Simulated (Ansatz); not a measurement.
Where the default PAW files enter, the runs use the earlier of Ansatz's two default sets.

Tunnelling through a barrier is set by its complex band structure: the current falls as exp(−2κd) with the smallest κ.

Input:

```xyz
10
Lattice="4.8975 0.0000 0.0000 -2.4487 4.2413 0.0000 2.4487 1.4138 4.4836" Properties=species:S:1:pos:R:3 pbc="T T T"
Ga     2.4487     1.4138     2.5411
Ga     2.4487     4.2413     1.9424
Ga     4.8975     2.8275     4.1842
Ga     0.0000     2.8275     0.2994
O      3.1911     2.6996     1.1209
O      1.7064     2.9555     3.3627
O      0.9640     1.4138     1.1209
O      3.9334     4.2413     3.3627
O      0.7424     4.3693     1.1209
O      4.1551     1.2858     3.3627
```

Space group of this cell: R-3c, corundum. The cell is strained (lengths across the current scaled by 0.98, ions clamped); by r2SCAN its mean pressure is 9.2 GPa.

Transport runs along the normal of the first two printed cell vectors, the (001) (indices of the unstrained crystal) plane of the conventional cell.

The gap is the functional's own, uncorrected, and κ follows it; spin-orbit coupling is left out. Mid-gap values are interpolated between the computed energies.

Task: Estimate the band gap and the smallest decay constant κ at mid-gap that Ansatz (a program for electronic structure) with r2SCAN returns for this system.

Result: Gap 3.97 eV on a 8×8×8 mesh; κ = 0.269 1/Å, at the zone centre.
